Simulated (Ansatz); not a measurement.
System: LiF (P6₃mc, No. 186, 4 atoms in the cell; start mp-1185301; a measured phase of this formula has another space group). Method: PBE0 (plane waves, PAW; Ansatz, a first-principles code).

Run with plane-wave cutoff 460 eV, 9×9×6 k mesh (along the axes of the cell as run), Fermi–Dirac smearing 0.01 eV, scalar-relativistic PAW data made under PBE.

The cell is the one relaxed with PBEsol. Conventional cell: a = 3.0962 Å, b = 3.0962 Å, c = 4.8121 Å, α = 90.00°, β = 90.00°, γ = 120.00°.

```xyz
4
Lattice="3.0962 0.0000 0.0000 -1.5481 2.6814 0.0000 0.0000 0.0000 4.8121" Properties=species:S:1:pos:R:3 pbc="T T T"
Li     0.0000     1.7876     1.8398
Li     1.5481     0.8938     4.2458
F      0.0000     1.7876     4.7768
F      1.5481     0.8938     2.3708
```

List the 10 lowest band energies at Γ above −25 eV (eV, relative to the valence band maximum), grouping those that round alike.

At Γ: -21.02, -20.77, -2.25, -0.53 (×2), -0.19 (×2), 0.00, 10.71, 15.20.

Note: the run warned that its exchange threshold was loose for the stress.

A start named mp-… is a Materials Project structure, which need not be a measured phase.
